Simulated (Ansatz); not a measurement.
# BaZrS3 (Pnma, No. 62; cell taken from a computed entry)

Calculation: PBEsol in Ansatz (plane waves, PAW).

Settings: plane-wave cutoff 520 eV, 6×4×6 k mesh (along the axes of the cell as run), Fermi–Dirac smearing 0.01 eV, scalar-relativistic PAW data made under PBE.

Cell (relaxed with PBEsol):

```yaml
crystal:
  lattice:
    - [7.07296, 0.00000, 0.00000]
    - [0.00000, 9.91110, 0.00000]
    - [0.00000, 0.00000, 6.92183]
  atoms:
    - { symbol: Ba, position: [0.05429, 0.25000, 0.01228] }
    - { symbol: Ba, position: [0.94571, 0.75000, 0.98772] }
    - { symbol: Ba, position: [0.44571, 0.75000, 0.51228] }
    - { symbol: Ba, position: [0.55429, 0.25000, 0.48772] }
    - { symbol: Zr, position: [0.00000, 0.00000, 0.50000] }
    - { symbol: Zr, position: [0.50000, 0.00000, 0.00000] }
    - { symbol: Zr, position: [0.50000, 0.50000, 0.00000] }
    - { symbol: Zr, position: [0.00000, 0.50000, 0.50000] }
    - { symbol: S, position: [0.99434, 0.25000, 0.56526] }
    - { symbol: S, position: [0.00566, 0.75000, 0.43474] }
    - { symbol: S, position: [0.50566, 0.75000, 0.06526] }
    - { symbol: S, position: [0.49434, 0.25000, 0.93474] }
    - { symbol: S, position: [0.20795, 0.96571, 0.79258] }
    - { symbol: S, position: [0.79205, 0.03429, 0.20742] }
    - { symbol: S, position: [0.29205, 0.03429, 0.29258] }
    - { symbol: S, position: [0.70795, 0.96571, 0.70742] }
    - { symbol: S, position: [0.70795, 0.53429, 0.70742] }
    - { symbol: S, position: [0.29205, 0.46571, 0.29258] }
    - { symbol: S, position: [0.79205, 0.46571, 0.20742] }
    - { symbol: S, position: [0.20795, 0.53429, 0.79258] }
```

```yaml
band_gap: 0.92 eV
```

Spin–orbit coupling is not included.

Static lattice: no zero-point or thermal effects.

Ansatz is an electronic-structure program.
